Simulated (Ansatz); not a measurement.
## Predicting a run: zincblende BeTe (F-43m), hydrostatic pressure (both signs)

Cell and atoms relaxed with PBEsol to each stress σ (compression positive); gaps by PBEsol with spin-orbit coupling, rigid bands (plane waves, PAW; Ansatz, a first-principles code). Unloaded cell: a = b = c = 3.9632 Å, α = β = γ = 60.00°.

| σ (GPa) | ln(V/V₀) (%) | gap (eV) |
|---|---|---|
| 0 | 0 | 1.541 |
| -2.00 | 3.56 | 1.628 |
| 2.00 | -3.11 | 1.459 |
| 10.00 | -12.84 | 1.183 |

Problem. Fit E_g = 1.541 eV + aσ + bσ² and ε = cσ + dσ² to the loaded rows by least squares.

Solution. a = -0.0422 eV/GPa, b = 6.44e-04 eV/GPa²; c = -1.67 %/GPa, d = 0.0391 %/GPa².

Problem. One run was withheld, at σ = 5.00 GPa. Predict its gap and its ln(V/V₀), then set them beside the run.

Solution. E_g = 1.541 + (-0.0422)(5.00) + (6.44e-04)(5.00)² = 1.346 eV and ε = (-1.67)(5.00) + (0.0391)(5.00)² = -7.37 %. The run gave 1.348 eV and -7.18 %, misses of 0.002 eV and 0.19 percentage points.

Gaps are resolved to about 0.01 eV; third decimals are kept for the arithmetic. Every relaxation keeps the zincblende phase (space group F-43m under this load), so a transition, a distortion that breaks the symmetry or fracture can't show.
